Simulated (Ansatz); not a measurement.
H on the 1x1 (111) surface of fcc Cu, one in a 2x2 cell, energies for each (22.8 Å²). Energies are against ½ H2(g), without zero-point or thermal terms; each row is named by its start.

These are PBE (plane waves to 420 eV, PAW; Ansatz, a first-principles code) values and carry that method's errors.

Set-up: 17 atoms, 6.2 Å thick at the start under the adsorbate (thin: gaps and levels are the slab's own); mesh 6x6x1; 0.1 eV smearing; dipole correction on; 8 atoms held, the rest relaxed; each run with such symmetry as its start has; no spin, no spin-orbit, no U, no dispersion correction.

A negative adsorption energy means that the adsorbate is more stable on the surface than in its reference. Heights count from the host atoms within 0.3 Å of the top one.

```csv
starting site,E_ads (eV),height (Å),nearest host atom (Å),bonded to,Δ work function (eV),lateral drift (Å)
top Cu,0.45,1.52,Cu 1.52,Cu,?,0.0
hollow Cu-Cu-Cu over Cu at depth 2.1 Å,-0.13,0.93,Cu 1.74,3 Cu,-0.01,0.0
hollow Cu-Cu-Cu over Cu at depth 4.1 Å,-0.14,0.93,Cu 1.74,3 Cu,-0.02,0.0
bridge Cu-Cu (span 2.6 Å),-0.14,0.94,Cu 1.74,3 Cu,-0.02,0.7
```

Question: Some entries are withheld; supply them.

Answer: 
- top Cu, Δ work function (eV): 0.36
